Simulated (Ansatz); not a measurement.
GaSe (R3m, No. 160, 4 atoms in the cell; start mp-11342; a measured phase of this formula has another space group), treated with PBE0 (Ansatz, a quantum-chemistry and plane-wave program, plane waves, PAW).

Numerical settings: plane-wave cutoff 500 eV, 6×6×6 k mesh, gaussian smearing 0.02 eV, scalar-relativistic PAW data made under PBE.

Cell (relaxed with PBEsol):

Space group R3m, hexagonal axes (No. 160); a = b = 3.747 Å, c = 24.507 Å, α = β = 90.00°, γ = 120.00°

```tsv
atom	site	symmetry	x	y	z
Ga	3a	3m	0.0000	0.0000	0.0498
Ga	3a	3m	0.0000	0.0000	0.9505
Se	3a	3m	0.0000	0.0000	0.7643
Se	3a	3m	0.0000	0.0000	0.5694
```
(The calculation used a cell of 4 atoms; values per cell refer to that cell.)

Task: Estimate the band gap that the calculation returns.

Result: 
- band gap = 2.65 eV (on the SCF k mesh)

Note: cell and atoms aren't relaxed at this level (pressure 0.9 GPa); the cell has widely spaced layers and the level no dispersion term, so their spacing and the moduli can rest on weak binding.

Spin–orbit coupling is not included.

The computed numbers hold no vibrational or temperature effects.

A start named mp-… is a Materials Project structure, which need not be a measured phase.
